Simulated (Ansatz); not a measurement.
# LiNbO3: energy against strain

LiNbO3 (R3c, 10.521 Å³/atom and stress up to 0.01 GPa in the relaxed cell, c along z) under an equal strain ε in the (0001) plane with the normal axis free, as in a coherent film. PBEsol in Ansatz, a plane-wave DFT program (PAW, default set), 420 eV, 8×8×8 Γ-centred mesh, Fermi-Dirac smearing 0.05 eV; ions are relaxed, or left where forces stay under 0.02 eV/Å, within the symmetry of each cell.

Here s stands for strain and y for E less E0.

```
strain (%)  E less E0 (meV/atom)
----------  --------------------
-3.00                          ?
-1.50                       3.32
-0.75                       0.83
0.00                        0.00
0.75                        0.81
1.50                        3.14
```

Task: Using a parabola, estimate the missing y at s = -3.00 from the other rows, showing the fit.

Result: Least squares gives y = 0.009 - 0.0507·s + 1.4324·s². Residuals (row less fit): 0.012, -0.023, -0.009, 0.033, -0.016; standard error 0.032 (degrees of freedom: 2). The quadratic coefficient over the volume, 1.4324 meV × 10⁴ × 0.1602 / 10.521 Å³, is the biaxial elastic modulus of this plane = 218 ± 2 GPa (± standard error of the fit, which holds the terms cut off). At the withheld row, y = 0.009 - 0.0507 × (-3.00) + 1.4324 × (-3.00)² = 13.053 meV/atom. The calculation gives 13.79 meV/atom, 0.737 meV/atom above the prediction (5.3 % of the range of y in the table). The row lies outside the fitted rows, so this is an extrapolation. From the scatter of the fitted rows alone, a prediction at this place has a standard error of 0.133 meV/atom, so the miss is 5.5 times that.

A polynomial of degree 3 through the 8 other runs of the series gives 13.84 there, so most of the miss is curvature that the fit leaves out. The start is a measured cell from the literature; how it stands against other phases or cation orders wasn't checked. Rows are the converged runs of the series near zero and its far end; series whose fitted rows scatter by over a few per cent of the range, as at a crossing or softening among them, aren't shown in this form, nor equations of state whose B0' disagrees with the runs' pressures. Most that stay on the fit to the last digits aren't either.
